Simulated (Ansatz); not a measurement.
The starting structures come from a database of crystals and need not be the phases stable at ambient conditions.

 Where the default PAW files enter, the runs use the earlier of Ansatz's two default sets.

Data:

```xyz
4
Lattice="4.3928 0.0000 0.0000 0.0000 6.2396 0.0000 0.0000 0.0000 4.3928" Properties=species:S:1:pos:R:3 pbc="T T T"
Ag     0.0000     0.0000     0.0000
Ag     2.1964     0.0000     2.1964
I      2.1964     1.8725     0.0000
I      0.0000     4.3671     2.1964
```

Space group of this cell: P4/nmm. The cell was relaxed by PBE-D3(BJ); by PBEsol its mean pressure is -1.0 GPa.

Transport runs along the normal of the first two printed cell vectors, the (100) plane of the conventional cell.

The gap is the functional's own. No spin-orbit coupling. Mid-gap values are interpolated on the energy grid.

Task: State the band gap and the smallest decay constant κ at mid-gap according to PBEsol run with Ansatz (an electronic-structure program).

Result: Gap 1.12 eV on a 8×6×8 mesh; κ = 0.108 1/Å, at the zone centre.
